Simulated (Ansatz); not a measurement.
Take Rh in the fcc (Cu type) structure (space group Fm-3m, No. 225; a = 3.782 Å; relaxed with 0.1 eV smearing) as the base. Axes: x, y, z lie along the cube axes.

It is then changed as follows: uniaxial strain ε_zz = +2.20 %, all other strain components held at zero; the atoms relax in the strained cell.

Levels (all Ansatz, a program for electronic structure, PAW): PBEsol (420 eV, without spin-orbit coupling); r2SCAN (500 eV, no spin-orbit coupling).

The geometry is relaxed with PBEsol.

| Property | Value |
|---|---|
| PBEsol pressure | -6.0 GPa |

**Question.** What does r2SCAN give at this geometry for the pressure?

**Answer.** The pressure goes up by 4.4 GPa to -1.6 GPa.

Single points use the geometry relaxed with PBEsol. Their cutoffs differ, which shifts pressures a little. No phonon test of stability was made. The final runs are not spin-polarised. Rh lies near a magnetic instability that expansion can trigger; it was not tested.
